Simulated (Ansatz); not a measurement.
Ansatz (a quantum-chemistry and plane-wave program), DFT, PBE, plane waves, its default PAW files: fcc Cu, atoms displaced (Cu32), 32 atoms. Basis and mesh were picked for this test and aren't claimed converged.

Ansatz 0.2 input:
```yaml
crystal:
  lattice:
    - [7.23, 0.0, 0.0]
    - [0.0, 7.23, 0.0]
    - [0.0, 0.0, 7.23]
  atoms:
    - { symbol: Cu, position: [0.005237, 0.995477, 0.991163] }
    - { symbol: Cu, position: [0.001457, 0.250266, 0.243282] }
    - { symbol: Cu, position: [0.250319, 0.999349, 0.249833] }
    - { symbol: Cu, position: [0.251435, 0.255471, 0.999714] }
    - { symbol: Cu, position: [0.995595, 0.005525, 0.497196] }
    - { symbol: Cu, position: [0.994205, 0.247658, 0.751582] }
    - { symbol: Cu, position: [0.24843, 0.006953, 0.747666] }
    - { symbol: Cu, position: [0.244802, 0.248602, 0.509118] }
    - { symbol: Cu, position: [0.997198, 0.503709, 0.003258] }
    - { symbol: Cu, position: [0.00311, 0.749704, 0.249543] }
    - { symbol: Cu, position: [0.25313, 0.492407, 0.253692] }
    - { symbol: Cu, position: [0.250733, 0.747652, 0.006161] }
    - { symbol: Cu, position: [0.9994, 0.496734, 0.503702] }
    - { symbol: Cu, position: [0.995448, 0.746856, 0.745309] }
    - { symbol: Cu, position: [0.254, 0.496793, 0.747723] }
    - { symbol: Cu, position: [0.249517, 0.748136, 0.503049] }
    - { symbol: Cu, position: [0.495356, 0.001345, 0.991397] }
    - { symbol: Cu, position: [0.505279, 0.251962, 0.247173] }
    - { symbol: Cu, position: [0.743935, 0.991137, 0.249731] }
    - { symbol: Cu, position: [0.749844, 0.248589, 0.000244] }
    - { symbol: Cu, position: [0.499127, 0.002898, 0.504818] }
    - { symbol: Cu, position: [0.496612, 0.242142, 0.748074] }
    - { symbol: Cu, position: [0.752562, 0.000087, 0.749326] }
    - { symbol: Cu, position: [0.750741, 0.257773, 0.494199] }
    - { symbol: Cu, position: [0.502857, 0.497302, 0.004198] }
    - { symbol: Cu, position: [0.505098, 0.752797, 0.253838] }
    - { symbol: Cu, position: [0.748729, 0.502147, 0.252389] }
    - { symbol: Cu, position: [0.738031, 0.752953, 0.998692] }
    - { symbol: Cu, position: [0.505731, 0.499838, 0.494501] }
    - { symbol: Cu, position: [0.494453, 0.74785, 0.755288] }
    - { symbol: Cu, position: [0.743437, 0.497826, 0.753012] }
    - { symbol: Cu, position: [0.756729, 0.743049, 0.50085] }
kpoints:
  mp_grid: { grid: [3, 3, 3] }
hamiltonian:
  xc: pbe
  pseudopotentials: { kind: paw }
scf:
  occupations: { method: fermi_dirac, width: 0.1 }
output:
  forces: true
```

The program reports k-points after symmetry: 14, bands at the start: 336, electrons: 608, plane waves at Γ: 7249, cutoff (eV): 420, FFT grid: 50×50×50, symmetry operations: 1.

Hardware: Arm Neoverse V2, 96 cores on 1 socket, no SMT, 1 L3 cache group.

Wall times, medians of two to five repeats, each run alone on the node (launch to exit). Processes are pinned to neighbouring cores unless said otherwise. Build: release build for Arm (Neoverse V2), one process with threads. Other compilers and libraries give other times. Scratch files lie in a memory file system.

Measured so far:

```csv
cores,layout,wall time
16,16 threads,18 s
24,24 threads,13 s
32,32 threads,10 s
```

### Question
Still to be tried: 48 threads; 64 threads; 88 threads. Up to how many cores does parallel efficiency stay at 50 % or above, and where is the shortest time?

### Answer
Efficiency, counted from 16 cores, stays above one half up to 88 cores, the most tried. The shortest time, 5.3 s, comes at 88 cores. The largest part on 88 cores, band solves (diag), takes 15 s on 16 and 4.4 s there.

| cores | layout | wall time | speed-up over 16 | efficiency | core-seconds |
|---|---|---|---|---|---|
| 16 | 16 threads | 18 s | 1.0× | 100 % | 280 |
| 24 | 24 threads | 13 s | 1.3× | 89 % | 320 |
| 32 | 32 threads | 10 s | 1.7× | 84 % | 340 |
| 48 | 48 threads | 7.8 s | 2.3× | 76 % | 370 |
| 64 | 64 threads | 6.3 s | 2.8× | 70 % | 400 |
| 88 | 88 threads | 5.3 s | 3.3× | 61 % | 460 |
